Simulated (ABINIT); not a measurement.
**Input and output of a self-consistent single point for Ca (Fm-3m, 1 atom in the cell) (ABINIT)**

Computed with PBEsol, PAW (JTH v2.0 PBE PAW, files made for PBE) (plane waves; ABINIT).

This input was run:

```
# Ca, JTH v2.0 PBE PAW
pp_dirpath "./"
pseudos "Ca.GGA_PBE-JTH.xml"
acell 3*1.0
rprim
        -0.0000000000    5.1844957483    5.1844957483
         5.1844957483   -0.0000000000    5.1844957483
         5.1844957483    5.1844957483    0.0000000000
natom 1
ntypat 1
znucl 20
typat 1
xcart    0.0000000000    0.0000000000    0.0000000000
ecut 20
pawecutdg 40
pawxcdev 0
ixc -116133
occopt 7
tsmear 0.2 eV
nband 10
kptopt 1
ngkpt 8 8 8
nshiftk 1
shiftk 0 0 0
nstep 100
toldfe 1.0e-09
prtwf 0
prtden 0
prtvol 1
```

Output (repeated stretches shortened):

```
 Symmetries : space group Fm -3 m (#225); Bravais cF (face-center cubic)

 -outvars: echo values of preprocessed input variables --------
            acell      1.0000000000E+00  1.0000000000E+00  1.0000000000E+00 Bohr
             ecut      2.00000000E+01 Hartree
              ixc     -116133
         kptrlatt        8    0    0      0    8    0      0    0    8
          kptrlen      5.86558736E+01
            natom           1
            nband          10
            ngfft          30      30      30
          ngfftdg          45      45      45
             nkpt          29
            nstep         100
             nsym          48
           ntypat           1
           occopt           7
        pawecutdg      4.00000000E+01 Hartree
         pawxcdev           0
            rprim     -0.0000000000E+00  5.1844957483E+00  5.1844957483E+00
                       5.1844957483E+00 -0.0000000000E+00  5.1844957483E+00
                       5.1844957483E+00  5.1844957483E+00  0.0000000000E+00
          spgroup         225
           toldfe      1.00000000E-09 Hartree
           tsmear      7.34986508E-03 Hartree
            typat      1
           useylm           1
            znucl       20.00000

== DATASET  1 ==================================================================

 Real(R)+Recip(G) space primitive vectors, cartesian coordinates (Bohr,Bohr^-1):
 R(1)=  0.0000000  5.1844957  5.1844957  G(1)= -0.0964414  0.0964414  0.0964414
 R(2)=  5.1844957  0.0000000  5.1844957  G(2)=  0.0964414 -0.0964414  0.0964414
 R(3)=  5.1844957  5.1844957  0.0000000  G(3)=  0.0964414  0.0964414 -0.0964414
 Unit cell volume ucvol=  2.7870808E+02 bohr^3
 Angles (23,13,12)=  6.00000000E+01  6.00000000E+01  6.00000000E+01 degrees

 Coarse grid specifications (used for wave-functions):

 getcut: wavevector=  0.0000  0.0000  0.0000  ngfft=  30  30  30
         ecut(hartree)=     20.000   => boxcut(ratio)=   2.03471

 Fine grid specifications (used for densities):

 getcut: wavevector=  0.0000  0.0000  0.0000  ngfft=  45  45  45
         ecut(hartree)=     40.000   => boxcut(ratio)=   2.10783

   1.62247523E+02                                ecore*ucvol(ha*bohr**3)

_setup2: Arith. and geom. avg. npw (full set) are    1191.271    1191.249

--- !BeginCycle
solver: {iscf: 17, nstep: 100, nline: 4, wfoptalg: 10, }
tolerances: {toldfe: 1.00E-09, }
...

     iter   Etot(hartree)      deltaE(h)  residm     nres2
 ETOT  1  -36.963560553450    -3.696E+01 1.714E-01 1.873E-01
 ETOT  2  -36.991223234114    -2.766E-02 4.372E-02 6.503E-02
 ETOT  3  -36.991102692264     1.205E-04 1.227E-02 1.209E-02
 ETOT  4  -36.991102886513    -1.942E-07 3.566E-03 2.573E-03
 ETOT  5  -36.991096379265     6.507E-06 1.266E-03 4.677E-05
 ETOT  6  -36.991096297613     8.165E-08 7.155E-04 2.369E-06
 ETOT  7  -36.991096298674    -1.061E-09 9.211E-05 1.130E-06
 ETOT  8  -36.991096295859     2.815E-09 1.398E-04 1.749E-07
 ETOT  9  -36.991096295492     3.673E-10 4.015E-05 1.070E-08
 ETOT 10  -36.991096295469     2.234E-11 5.192E-05 7.871E-11

 At SCF step   10, etot is converged :
  for the second time, diff in etot=  2.234E-11 < toldfe=  1.000E-09

 Cartesian components of stress tensor (hartree/bohr^3)
  sigma(1 1)=  1.30485748E-05  sigma(3 2)=  0.00000000E+00
  sigma(2 2)=  1.30485748E-05  sigma(3 1)=  0.00000000E+00
  sigma(3 3)=  1.30485748E-05  sigma(2 1)=  0.00000000E+00

 ----iterations are completed or convergence reached----

 reduced coordinates (array xred) for    1 atoms
       0.000000000000      0.000000000000      0.000000000000
 cartesian forces (eV/Angstrom) at end:
    1     -0.00000000000000    -0.00000000000000    -0.00000000000000
 frms,max,avg= 0.0000000E+00 0.0000000E+00   0.000E+00  0.000E+00  0.000E+00 e/A
 length scales=  1.000000000000  1.000000000000  1.000000000000 bohr
              =  0.529177208590  0.529177208590  0.529177208590 angstroms
 Fermi (or HOMO) energy (hartree) =   0.12620   Average Vxc (hartree)=  -0.28838
 Eigenvalues (hartree) for nkpt=  29  k points:
 kpt#   1, nband= 10, wtk=  0.00195, kpt=  0.0000  0.0000  0.0000 (reduced coord)
  -1.40888   -0.71016   -0.71016   -0.71016   -0.02242    0.21386    0.21386    0.21386
   0.25452    0.25452
      occupation numbers for kpt#   1
   2.00000    2.00000    2.00000    2.00000    2.00000    0.00000    0.00000    0.00000
   0.00000    0.00000
 prteigrs : prtvol=0 or 1, do not print more k-points.

--- !EnergyTerms
comment             : Components of total free energy in Hartree
kinetic             :  1.02850519588084E+01
hartree             :  1.01616545844696E+01
xc                  : -4.47874497905778E+00
Ewald energy        : -2.21085246121438E+01
psp_core            :  5.82141434945903E-01
local_psp           : -3.43188071850883E+01
spherical_terms     :  2.88703335589958E+00
internal            : -3.69901954421663E+01
'-kT*entropy'       : -8.97199060904437E-04
total_energy        : -3.69910926412272E+01
total_energy_eV     : -1.00657882126126E+03
...

-Cartesian components of stress tensor (GPa)         [Pressure= -3.8390E-01 GPa]
- sigma(1 1)=  3.83902260E-01  sigma(3 2)=  0.00000000E+00
- sigma(2 2)=  3.83902260E-01  sigma(3 1)=  0.00000000E+00
- sigma(3 3)=  3.83902260E-01  sigma(2 1)=  0.00000000E+00

 Calculation completed.
```

The run converged in 10 iterations.

The starting cell comes from a database of computed structures (which also holds hypothetical and non-ambient phases and stackings), without a prior relaxation at this level. Its lattice was rescaled by a random factor within 2.5 % of one. The potentials were made for another functional than the one used.
